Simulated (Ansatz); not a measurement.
Zinc-blende SnTe (model structure), treated with r²SCAN-D4 (Ansatz, a first-principles code, PAW).

Numerical settings: plane-wave cutoff 500 eV, 10×10×10 k mesh, Fermi–Dirac smearing 0.05 eV, scalar-relativistic PAW data made under PBE.

Cell (relaxed at this level):

```cif
data_SnTe
_chemical_formula_sum 'Sn1 Te1'
_space_group_name_H-M_alt 'P 1'
_space_group_IT_number 1
_cell_length_a 5.04859
_cell_length_b 5.04859
_cell_length_c 5.04859
_cell_angle_alpha 60.000
_cell_angle_beta 60.000
_cell_angle_gamma 60.000
loop_
_space_group_symop_operation_xyz
  'x, y, z'
loop_
_atom_site_label
_atom_site_type_symbol
_atom_site_fract_x
_atom_site_fract_y
_atom_site_fract_z
_atom_site_occupancy
Sn1 Sn 0.00000 0.00000 0.00000 1
Te1 Te 0.25000 0.25000 0.25000 1
```

Problem. Give the computed band gap.

Solution. 
- band gap: 0.13 eV (under three smearing widths, so not firm)

Note: the relaxation could raise the start's symmetry but not lower it, so the cell can be a saddle point.

Spin–orbit coupling is not included; with these elements it can move the gap by several tenths of an eV or more.

Static lattice: no zero-point or thermal effects.

The result took very roughly 50 core-seconds.

A model structure was made by putting elements into a prototype or built by hand; it is no filed structure, need not be a known phase, and can be a saddle point held by its symmetry.
